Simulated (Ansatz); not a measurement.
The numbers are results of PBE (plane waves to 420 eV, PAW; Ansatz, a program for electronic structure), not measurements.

Planar average of the electrostatic potential across the slab, in eV from the Fermi level, for a constructed model of the (110) surface of bcc Fe, ferromagnetic, a pseudomorphic layer of Ir in the host's stacking (bottom of the slab: a bare face, its two planes held):

```tsv
z (Å)	V (eV)
3.56	4.79
3.86	4.79
4.16	4.79
4.45	4.79
4.75	4.78
5.05	4.76
5.34	4.73
5.64	4.66
5.94	4.50
6.23	4.19
6.53	3.53
6.83	2.18
7.12	-0.83
7.42	-8.03
7.72	-15.47
8.02	-18.23
8.31	-15.10
8.61	-7.61
8.91	-1.70
9.20	-2.87
9.50	-10.12
9.80	-16.70
10.09	-18.01
10.39	-13.44
10.69	-5.57
10.98	-1.16
11.28	-4.12
11.58	-11.90
11.88	-17.50
12.17	-17.43
12.47	-11.71
12.77	-3.99
13.06	-1.32
13.36	-6.13
13.66	-13.94
13.95	-18.10
14.25	-16.33
14.55	-9.46
14.84	-2.44
15.14	-1.76
15.44	-7.99
15.73	-15.42
16.03	-18.26
16.33	-15.12
16.62	-7.58
16.92	-1.60
17.22	-2.53
17.52	-9.71
17.81	-16.63
18.11	-18.47
18.41	-14.51
18.70	-6.69
19.00	-1.62
19.30	-3.52
19.59	-12.69
19.89	-23.11
20.19	-28.05
20.48	-24.81
20.78	-15.04
21.08	-4.17
21.38	1.49
21.67	3.71
21.97	4.66
22.27	5.07
22.56	5.25
22.86	5.33
23.16	5.36
23.45	5.37
23.75	5.38
24.05	5.38
24.34	5.38
24.64	5.38
```

Model: 7-atom slab, 12.5 Å thick at the start, 16x16x1 mesh, Fermi-Dirac 0.1 eV, dipole correction, 2 atoms held, the rest relaxed; symmetry of the start imposed; spin-polarised, ending with about 14.1 μB a cell; orders that need a larger cell were not tried, no spin-orbit, no U. It is one candidate, not shown to be the stable structure of the face.

### Question
The surface cell has an area of 5.67 Å². What dipole along the normal does the step between the two vacuum levels imply?

### Answer
the top vacuum level lies 0.59 eV above the bottom one; p = −ε₀ A ΔV (ε₀ = 0.005526 e/(V·Å)) gives -0.02 e·Å a cell.
